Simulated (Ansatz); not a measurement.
Output of an Ansatz run (abridged):

```
WARN ansatz: RAYON_NUM_THREADS=1 ignored (pool sized by the plan → 1); use --threads N
Pseudopotentials: kind: paw
Pseudopotential: Hg, paw, valence charge 20
Pseudopotential: Pt, paw, valence charge 18
Crystal: 4 atoms, lattice volume = 66.678 Å³
Basis set: ecut = 420 eV, 1321 PW (Γ), exchange–correlation on 72×72×40 points (8 copies of the dense FFT grid, shifted against one another)
Bands: 45, of which v1, the nominal top of the filled ones, is band 37 counted from 1 (36 counted from 0)
Symmetry: 4 space group operations
Space group: Cmm2 (ITA 35), of the structure as read, at distance tolerance 4.1e-5 Å
k-points: 65 of 324 (time reversal used)
PAW frozen core: Hg, regenerated for the run's functional, and the local potential with it
PAW frozen core: Pt, regenerated for the run's functional, and the local potential with it
Initial density: superposition of atomic densities (neutral atoms: chi_scale 0, normalization atom), corrected by the library's trained network
Initial wavefunctions: pseudopotential atomic-orbital guess
Eigensolver: davidson
Functional: x = pbesol(κ = 0.804, μ = 0.12345679012345678), c = pbesol(β = 0.046)
SCF iter   1: F=—  HF=-50819.460440 eV  |F-HF|=—  |Δ(HF+E_count)|=         —  Δρ=8.74e-3  dr2=4.34e-2  ethr=1.77e-3  ⟨swp⟩=6.0  Hψ=9885  notcnv=0  defer=46
all-band conjugate gradients solve this SCF's bands
preconditioner: auto → Kerker (q_TF=auto, 2.776 Å⁻¹)
SCF iter   2: F=—  HF=-50819.455720 eV  |F-HF|=—  |Δ(HF+E_count)|=   4.72e-3  Δρ=4.25e-3  dr2=1.14e-2  ethr=5.87e-5  ⟨swp⟩=2.1  Hψ=4267  notcnv=0  defer=47
SCF iter   3: F=—  HF=-50819.453150 eV  |F-HF|=—  |Δ(HF+E_count)|=   2.57e-3  Δρ=6.58e-4  dr2=3.70e-4  ethr=1.55e-5  ⟨swp⟩=2.0  Hψ=3963  notcnv=0  defer=47
SCF iter   4: F=—  HF=-50819.453091 eV  |F-HF|=—  |Δ(HF+E_count)|=   5.93e-5  Δρ=1.55e-4  dr2=4.99e-5  ethr=5.00e-7  ⟨swp⟩=1.6  Hψ=3589  notcnv=0  defer=47
SCF iter   5: F=—  HF=-50819.453076 eV  |F-HF|=—  |Δ(HF+E_count)|=   1.53e-5  Δρ=5.02e-5  dr2=2.33e-6  ethr=6.74e-8  ⟨swp⟩=1.9  Hψ=3459  notcnv=0  defer=47
SCF iter   6: F=-50819.453075 eV  HF=-50819.453075 eV  |F-HF|=4.92e-8  |Δ(HF+E_count)|=   5.21e-7  Δρ=1.14e-5  dr2=9.30e-8  ethr=1.35e-10  ⟨swp⟩=7.5  Hψ=12990  notcnv=0
SCF 1 converged in 6 iterations: F = -50819.453075 eV  dr2 = 9.30e-8
SCF converged after 6 iterations
Free energy (F): -50819.453075 eV
Harris-Foulkes:  -50819.453075 eV  (|F-HF|=4.92e-8)
Internal energy: -50819.337766 eV  (E = F + TS)
E sigma→0 (E₀):  -50819.395421 eV
Entropy (-TS):   -0.115309 eV (-28.827 meV/atom)
Fermi energy:    20.804017 eV
--- Per-component energies (eV) ---
  E_band       = -771.615503
  E_kinetic    = 2514.009849
  E_local      = -6748.164483  (includes V_loc(G=0)·N_el)
  E_nonlocal   = 686.277722
  E_hartree    = 2628.543897
  E_xc         = -998.419787
  E_vxc        = -1166.934925  (∫ρ·V_xc dr)
  E_paw        = -37748.590535  (= ΣΔE_a)
  E_vpaw       = -1313.873222  (= ΣTr[D̂ρ^β])
  E_aug_tail   = 0.001566  (compensation charges beyond the density's cutoff)
  E_ewald      = -11154.185590
  E_core_change = 1.189595  (= ΣΔE_core)
  E_smearing   = -0.115309  (= −TS)
  E_closure    = -0.000000  (closes the sum)
  Σ components = -50819.453075   (vs F -50819.453075, Δ=0.00e0)
--- Forces (eV/Å), atoms counted from 1 ---
  atom   1  Hg     0.00000000     0.00000000    -0.17480934
  atom   2  Pt     0.00000000     0.00000000    -0.01777449
  atom   3  Pt     0.00000000     0.00000000     0.09629070
  atom   4  Pt     0.00000000     0.00000000     0.09629070
  max |Σ_I F_I| component: 2.43e-6 eV/Å
--- Stress (GPa, compression-positive) ---
       -7.259190       0.000000       0.000000
        0.000000      -7.967983       0.000000
        0.000000       0.000000      -9.578962
  P = ⅓ Tr σ = -8.2687 GPa (-82.687 kbar)
  The stress holds the Pulay correction. Without it, at fixed plane waves, as pw.x and ABINIT print it: P = -8.3222 GPa
--- Band table (eV; the first three rows and the last of 65) ---
  k-point 0: bands = ["-94.1705", "-77.3794", "-77.1927", "-77.1877", "-42.5733", "-42.5597", "-42.5539", "-31.6514", "-31.5677", "-31.5471", "-31.3905", "-31.3246", "-31.3222", "-31.3207", "-31.3201", "-31.2772", "10.7684", "12.2698", "12.6798", [...]
  k-point 1: bands = ["-94.1702", "-77.3786", "-77.1920", "-77.1870", "-42.5823", "-42.5589", "-42.5531", "-31.6413", "-31.5637", "-31.5602", "-31.3912", "-31.3402", "-31.3380", "-31.3295", "-31.3266", "-31.2759", "11.0701", "12.4932", "12.8070", [...]
  k-point 2: bands = ["-94.1695", "-77.3768", "-77.1905", "-77.1853", "-42.6049", "-42.5569", "-42.5512", "-31.6131", "-31.6056", "-31.5398", "-31.3966", "-31.3896", "-31.3833", "-31.3407", "-31.3393", "-31.2725", "11.9091", "13.0564", "13.1156", [...]
  k-point 64: bands = ["-94.1682", "-77.3732", "-77.1876", "-77.1821", "-42.6477", "-42.5532", "-42.5477", "-31.7310", "-31.6027", "-31.5482", "-31.4136", "-31.4041", "-31.4036", "-31.3765", "-31.3408", "-31.2653", "12.2880", "12.5455", "13.0710", [...]
```

The structure:

```xyz
4
Lattice="2.9056 -3.9607 0.0000 2.9056 3.9607 0.0000 0.0000 0.0000 2.8970" Properties=species:S:1:pos:R:3 pbc="T T T"
Hg     0.0000     0.0000     0.0500
Pt     2.9056     0.0000     0.0000
Pt     1.4528     1.9803     1.4485
Pt     1.4528    -1.9803     1.4485
```

Problem. Reconstruct the input of this run.

Solution. Other spellings and defaults could give the same log, and not every line can be read from it. The input that was run (DFT, PBEsol, plane waves, default PAW files made with PBE):

Ansatz 0.2 input:
```yaml
# HgPt3
crystal:
  lattice:
    - [2.905637, -3.960677, 0.000000]
    - [2.905637, 3.960677, 0.000000]
    - [0.000000, 0.000000, 2.896963]
  atoms:
    - { symbol: Hg, position: [0.000000, 0.000000, 0.017259] }
    - { symbol: Pt, position: [0.500000, 0.500000, 0.000000] }
    - { symbol: Pt, position: [0.000000, 0.500000, 0.500000] }
    - { symbol: Pt, position: [0.500000, 0.000000, 0.500000] }
basis:
  ecutwfc: 420.0 eV
kpoints:
  mp_grid: { grid: [6, 6, 9] }
hamiltonian:
  xc: pbesol
  pseudopotentials: { kind: paw }
scf:
  occupations: { method: fermi_dirac, width: 0.1 eV }
output:
  forces: true
  eigenvalues: true
  stress: true
```

The starting cell comes from a database of computed structures (which also holds hypothetical and non-ambient phases and stackings), without a prior relaxation at this level. Its lattice was rescaled by up to half a per cent. One atom was moved a little off its site on purpose. Spin-orbit coupling is off. Spin polarisation is off. With a pressure of about -8 GPa the cell is away from its equilibrium volume at this level. Ansatz's pressure includes its estimate of the finite-basis (Pulay) stress.

Ansatz is a first-principles code.
